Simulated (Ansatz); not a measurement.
The starting structures come from a database of crystals and need not be the phases stable at ambient conditions.

Input:

```xyz
12
Lattice="3.4923 0.0000 0.0000 0.0000 5.8105 0.0000 0.0000 0.0000 6.9918" Properties=species:S:1:pos:R:3 pbc="T T T"
Ca     2.6193     1.4472     6.2097
Ca     0.8731     4.3633     0.7821
Ca     0.8731     1.4580     2.7138
Ca     2.6193     4.3525     4.2780
F      2.6193     2.7808     1.1588
F      0.8731     3.0297     5.8330
F      0.8731     0.1245     4.6547
F      2.6193     5.6861     2.3371
F      0.8731     3.7390     2.9819
F      2.6193     2.0715     4.0099
F      2.6193     4.9768     6.4777
F      0.8731     0.8338     0.5140
```

Space group of this cell: Pnma. The cell is strained (lengths across the current scaled by 0.98, ions clamped); by r2SCAN its mean pressure is 3.7 GPa.

Transport runs along the normal of the first two printed cell vectors.

No gap correction and no spin-orbit coupling; mid-gap values are interpolated between computed energies.

**Question.** Predict the band gap and the smallest decay constant κ at mid-gap from r2SCAN run with Ansatz (a quantum-chemistry and plane-wave program).

**Answer.** Gap 8.91 eV on a 10×6×6 mesh; κ = 0.594 1/Å, at the zone centre.
